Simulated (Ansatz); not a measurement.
Consider Cu2O (space group Pn-3m, No. 224; a = 4.2991 Å).

Computed with PBE (Ansatz, a first-principles code, PAW, no spin-orbit coupling), earlier PAW set.

One change was made to it. Results:

```
quantity                           base     after
-----------------------------  --------  --------
band gap                        0.47 eV      zero
shortest interatomic distance  186.2 pm  188.6 pm
```

### Question
Which of these changes matches the shifts?
A. Cu → Al
B. O → N
C. Cu → V

### Answer
A, Cu → Al. For comparison, the shortest interatomic distance in the other runs: Cu → V gives 185.2 pm; O → N gives 183.7 pm.

Whether these cells are dynamically stable was not tested. As relaxed here, Al2O, V2O and Cu2N are hypothetical phases, not in the database extracts checked. Starting moments died away, wholly or in part, for Cu → V; another magnetic solution may exist. No Hubbard U is applied, and correlation can decide whether such a compound is a metal. The final runs are not spin-polarised. Cu2N has a high density of states at the Fermi level and may be magnetic at this level.
